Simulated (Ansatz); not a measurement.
Start from PtS2 in the CdI2 type structure (space group P-3m1, No. 164; a = 3.584 Å, c = 4.656 Å; layered, stacked along the Cartesian z axis). Axes: x lies along a and z along c of the hexagonal cell.

All numbers come from DFT with PBE-D3(BJ), PAW potentials and a 420 eV plane-wave cutoff in Ansatz (a first-principles code), scalar-relativistic without spin-orbit coupling, earlier PAW set.

For the base:

| Quantity | Value |
|---|---|
| Shortest interatomic distance | 2.395 Å |
| Band gap | zero |

Perturbation: uniaxial stress, 2 GPa compression along z, with the cell and atoms free to relax against it.

### Question
How does this affect the shortest interatomic distance?

### Answer
The shortest interatomic distance stays 2.395 Å.

### Question
What does the calculation give for the energy relative to the base after the change?

### Answer
The energy rises by 4.3 meV/atom.

### Question
What does the calculation give for the band gap after the change?

### Answer
The band gap is still zero.

Spin-orbit coupling, missing from the scalar runs, can matter with Pt. Load acts through the strain it causes; cell and atoms are relaxed under it. Stability under load was not tested beyond the relaxation. All final runs are without spin polarisation. A zero or small gap of PtS2 can be the functional's error rather than a property of the material.
